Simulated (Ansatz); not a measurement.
Cell and atoms of amorphous Hf10Al10O35:

```
CELL_PARAMETERS angstrom
      8.88450     0.12535     0.02726
      0.12535     8.55120    -0.15696
      0.02726    -0.15696     8.63710
ATOMIC_POSITIONS crystal
  Hf 0.08247 0.96535 0.00883
  Hf 0.82481 0.02476 0.37777
  Hf 0.16040 0.81927 0.59776
  Hf 0.84136 0.33116 0.04680
  Hf 0.46015 0.59465 0.04476
  Hf 0.87209 0.70382 0.11329
  Hf 0.66745 0.55915 0.38420
  Hf 0.01295 0.45553 0.50485
  Hf 0.82241 0.84030 0.70933
  Hf 0.61430 0.37042 0.70304
  Al 0.45025 0.99686 0.94650
  Al 0.51414 0.01473 0.58542
  Al 0.11927 0.56947 0.85723
  Al 0.24855 0.20251 0.70726
  Al 0.15951 0.14947 0.37702
  Al 0.34293 0.49923 0.40285
  Al 0.25225 0.24208 0.05754
  Al 0.47897 0.70422 0.68224
  Al 0.55244 0.20101 0.23619
  Al 0.48833 0.84798 0.29857
  O  0.46718 0.17690 0.05626
  O  0.89507 0.54067 0.31381
  O  0.02640 0.94299 0.78337
  O  0.50471 0.37981 0.31770
  O  0.71711 0.03353 0.59241
  O  0.28647 0.44462 0.01185
  O  0.99182 0.64457 0.68872
  O  0.67676 0.70683 0.58732
  O  0.78480 0.80978 0.93359
  O  0.95961 0.87394 0.49308
  O  0.52007 0.90917 0.77367
  O  0.97047 0.20132 0.42332
  O  0.20917 0.34731 0.38289
  O  0.55579 0.56571 0.83499
  O  0.45044 0.20753 0.66718
  O  0.17742 0.62332 0.45521
  O  0.22574 0.07494 0.19540
  O  0.73175 0.26666 0.86470
  O  0.44760 0.84259 0.08062
  O  0.04231 0.22116 0.03372
  O  0.14129 0.37981 0.71541
  O  0.52446 0.04810 0.36432
  O  0.26731 0.09137 0.88602
  O  0.46832 0.52035 0.56387
  O  0.69306 0.79474 0.29213
  O  0.10490 0.73330 0.02168
  O  0.40844 0.83974 0.51546
  O  0.77200 0.40921 0.54742
  O  0.27971 0.69842 0.77058
  O  0.43365 0.64630 0.28365
  O  0.93698 0.93099 0.18248
  O  0.74792 0.19286 0.21400
  O  0.67644 0.52844 0.11752
  O  0.21391 0.06346 0.55414
  O  0.94894 0.51475 0.97034
```

Methods: PBE, scalar-relativistic without spin-orbit coupling (Ansatz, a quantum-chemistry and plane-wave program); r2SCAN, scalar-relativistic without spin-orbit coupling (Ansatz). Neutral PBE cell, which sets geometry, pressure and energy: sampling: a 2×2×2 Γ-centred mesh; Fermi-Dirac width 0.02 eV; no spin polarisation.

The cell was made by melting and quenching with the CHGNet potential and then relaxed with DFT. O atoms were pushed apart under 1.9 Å during the dynamics, to hinder bonds among them. The hot cell started wider than the set density and was brought back towards it in steps. It is the lowest in DFT energy of 2 quenches. It is a model cell: composition and starting density were chosen by hand, and all elements were melted together. No dispersion term was used. Its density started from a set value of 6.50 and ended at 6.62 g/cm³. The simulated quench (nominally 150 K/ps over its main leg) is rapid and tends to freeze in more defects than a deposited or slowly cooled glass has. One small periodic cell is one sample of the glass; other quenches scatter about these values. Volume and shape were free in the relaxation.

Problem. Give the pressure, the energy against reference phases and the spacing of the highest filled and lowest empty levels.

Solution. 
The pressure on a 2×2×2 Γ-centred mesh is -0.01 GPa, the largest force and stress component on that mesh (the relaxation ran on one k-point at (1/4, 1/4, 1/4)) is 0.02 eV/Å and 0.0 GPa and the energy relative to HfO2 (P2_1/c) + corundum (lowest mix at this level among the phases computed, not always the ambient ones) is 0.173 eV/atom. The level gap on a 2×2×2 Γ-centred mesh (PBE) is 3.79 eV, the level gap at the zone centre (PBE) is 3.82 eV and the level gap at the zone centre (r2SCAN) is 4.38 eV. The distance between the nearest levels spread over more than a fifth of the atoms or a third of the atoms of their main element (six at least) (PBE, zone centre) is 4.02 eV.

Problem. At PBE and the zone centre, how localised are the states just below and above the Fermi level (participation number: the atoms over which a state spreads)?

Solution. The highest filled state is spread over 5.2 atoms' worth, largest on O28, with weights by element (charge in smoothed Voronoi cells) O 0.96, Hf 0.03, Al 0.01. The lowest empty state is spread over 24.6 atoms' worth, largest on Hf1, with weights by element (charge in smoothed Voronoi cells) O 0.53, Hf 0.31, Al 0.15.

At PBE the levels at the filled edge of the gap are localised (band-tail or defect states).

Neighbours within Hf-Hf 3.34 Å, Hf-Al 3.00 Å, Hf-O 2.54 Å, Al-Al 2.66 Å, Al-O 2.40 Å, O-O 1.58 Å count as bonded. Two cations that share two anions don't count as bonded, nor two that share one unless they lie closer than Hf-Hf 3.25 Å, Hf-Al 2.92 Å, Al-Al 2.59 Å.
